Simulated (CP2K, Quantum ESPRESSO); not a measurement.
A Quantum ESPRESSO input for a self-consistent single point of Rb₃Ge (I4/mmm, 4 atoms in the cell) (DFT, LDA (PZ), plane waves, GBRV 1.5 ultrasoft (LDA) pseudopotentials):

```fortran
&CONTROL
  calculation = 'scf'
  prefix = 'rb3ge'
  outdir = './work'
  pseudo_dir = './'
  verbosity = 'high'
  tprnfor = .true.
  tstress = .true.
/
&SYSTEM
  ibrav = 0
  nat = 4
  ntyp = 2
  ecutwfc = 50
  ecutrho = 250
  occupations = 'smearing'
  smearing = 'fd'
  degauss = 0.0036749
/
&ELECTRONS
  conv_thr = 1.0e-11
  mixing_beta = 0.4
/
ATOMIC_SPECIES
Rb    85.4678  rb_lda_v1.uspp.F.UPF
Ge    72.6300  ge_lda_v1.4.uspp.F.UPF
CELL_PARAMETERS {angstrom}
  -3.0864380000     3.0864380000     4.7662430000
   3.0864380000    -3.0864380000     4.7662430000
   3.0864380000     3.0864380000    -4.7662430000
ATOMIC_POSITIONS {crystal}
Rb    0.7500000000    0.2500000000    0.5000000000
Rb    0.2500000000    0.7500000000    0.5000000000
Rb    0.5000000000    0.5000000000    0.0000000000
Ge    0.0000000000    0.0000000000    0.0000000000
K_POINTS {automatic}
6 6 6  0 0 0
```

Q: Write the same calculation as an input for CP2K.

A: One input that does it (others would too):

```
&GLOBAL
  PROJECT bulk
  RUN_TYPE ENERGY_FORCE
  PRINT_LEVEL LOW
&END GLOBAL
&FORCE_EVAL
  METHOD Quickstep
  STRESS_TENSOR ANALYTICAL
  &DFT
    BASIS_SET_FILE_NAME BASIS_MOLOPT
    POTENTIAL_FILE_NAME GTH_POTENTIALS
    &QS
      METHOD GPW
      EPS_DEFAULT 1E-10
    &END QS
    &MGRID
      CUTOFF 500
      REL_CUTOFF 60
      NGRIDS 5
    &END MGRID
    &SCF
      SCF_GUESS ATOMIC
      EPS_SCF 1E-7
      MAX_SCF 100
      ADDED_MOS 6
      &DIAGONALIZATION
        ALGORITHM STANDARD
      &END DIAGONALIZATION
      &MIXING
        METHOD BROYDEN_MIXING
        ALPHA 0.3
        NBUFFER 8
      &END MIXING
      &SMEAR ON
        METHOD FERMI_DIRAC
        ELECTRONIC_TEMPERATURE [K] 580.23
      &END SMEAR
    &END SCF
    &KPOINTS
      SCHEME MACDONALD 6 6 6 0.08333333333 0.08333333333 0.08333333333
    &END KPOINTS
    &XC
      &XC_FUNCTIONAL PADE
      &END XC_FUNCTIONAL
    &END XC
    &PRINT
      &MO
        EIGENVALUES T
        OCCUPATION_NUMBERS T
        NDIGITS 8
        FILENAME mo
        &EACH
          QS_SCF 0
        &END EACH
        ADD_LAST NUMERIC
      &END MO
      &MULLIKEN OFF
      &END MULLIKEN
    &END PRINT
  &END DFT
  &SUBSYS
    &CELL
      A 6.46291500 0.00000000 0.00000000
      B 0.56706200 6.43799000 0.00000000
      C -3.51498900 -3.21899500 4.36488200
      PERIODIC XYZ
    &END CELL
    &COORD
      SCALED
      Rb       0.75000000     0.25000000     0.50000000
      Rb       0.25000000     0.75000000     0.50000000
      Rb       0.50000000     0.50000000     0.00000000
      Ge       0.00000000     0.00000000     0.00000000
    &END COORD
    &KIND Rb
      BASIS_SET DZVP-MOLOPT-SR-GTH
      POTENTIAL GTH-PADE-q9
    &END KIND
    &KIND Ge
      BASIS_SET DZVP-MOLOPT-SR-GTH
      POTENTIAL GTH-PADE-q4
    &END KIND
  &END SUBSYS
  &PRINT
    &FORCES ON
    &END FORCES
    &STRESS_TENSOR ON
    &END STRESS_TENSOR
  &END PRINT
&END FORCE_EVAL
```

Basis, cutoffs, solver keys and any potentials are the target program's own. This input uses DFT LDA (Pade form), GPW, DZVP-MOLOPT-SR-GTH basis, GTH-PADE potentials (GTH_POTENTIALS). LDA parametrisations can differ slightly between programs. Both were run: pressure -1.25 GPa in Quantum ESPRESSO and -1.18 in CP2K.

On Quantum ESPRESSO: the starting cell comes from a database of computed structures (which also holds hypothetical and non-ambient phases and stackings), without a prior relaxation at this level. Its lattice was rescaled by a random factor within 2.5 % of one. For this run, on top of that: lattice scaled by 0.98.

On CP2K: the starting cell comes from a database of computed structures (which also holds hypothetical and non-ambient phases and stackings), without a prior relaxation at this level. Its lattice was rescaled by a random factor within 2.5 % of one. For this run, on top of that: lattice scaled by 0.98. Values carry the incompleteness of an atom-centred basis.
